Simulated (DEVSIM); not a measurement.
System: abrupt Ge p-n junction, at 300 K.

Layer 1 from the left is Ge, thickness (μm) 19.0, Na (cm⁻³) 9.7e16, τn (s) 0.00013, τp (s) 0.00013. Layer 2 from the left is Ge, thickness (μm) 240, Nd (cm⁻³) 1.9e16, τn (s) 0.00013, τp (s) 0.00013.

Left contact: ohmic. Right contact: ohmic. Voltage is applied to the left contact. Recombination: SRH at mid-gap, radiative. Mobility is constant in doping.

This is a model device: material constants are rounded textbook-type values typed into the input, and sizes, dopings and lifetimes were drawn at random. Values at 300 K.

Ge: gap (eV) 0.664, affinity (eV) 4, permittivity 16, Nc (cm⁻³) 1.04e19, Nv (cm⁻³) 6e18, μn (cm²/Vs) 3900, μp (cm²/Vs) 1900, B (cm³/s) 6.4e-14.

Model (solved in DEVSIM): 1D drift-diffusion, Boltzmann statistics, complete ionisation; no tunnelling, impact ionisation, image-force lowering or self-heating.

Dark forward current:

```tsv
|V| (V)	|J| (A/cm²)
0.05	0.0002733
0.10	0.002163
0.15	0.01522
0.20	0.1050
0.25	0.6998
0.30	3.986
0.35	15.47
0.40	40.34
0.45	81.24
0.50	139.5
0.55	215.9
0.60	310.8
0.65	424.3
0.70	556.8
0.75	708.2
0.80	878.5
0.85	1068
0.90	1276
0.95	1503
1.00	1749
1.05	2014
```

Task: Work out the local ideality factor n = ΔV / (kT/q · ln(J2/J1)) between the rows 0.15 and 0.20 V, 1.00 and 1.05 V.

Result: kT/q = 25.85 mV. From 0.15 to 0.20 V: ln(0.1050/0.01522) = 1.931, n = 1.00, near the 1 of diffusion or emission over a barrier. From 1.00 to 1.05 V: ln(2014/1749) = 0.141, n = 13.71.

Task: Estimate the current at 0.20 V from the Shockley equation with J0 = Σ q ni² D/(N L) coth(W/L), τ joining the SRH, radiative and Auger lifetimes that are on, and W taken as the whole layer.

Result: ni² = 4.36e26 cm⁻⁶; electrons in the p layer: μ = 3900 cm²/Vs, D = 101 cm²/s, τ = 7.19e-5 s, L = 852 μm, W/L = 0.022, term 3.82e-5 A/cm²; holes in the n layer: μ = 1900 cm²/Vs, D = 49.1 cm²/s, τ = 0.000112 s, L = 743 μm, W/L = 0.32, term 7.79e-6 A/cm². J0 = 4.60e-5 A/cm², and J = J0 exp(qV/kT) = 0.105 A/cm². The simulation gives 0.105 A/cm², the same within the digits that matter. The estimate leaves out recombination in the depletion region and that region's share of W.
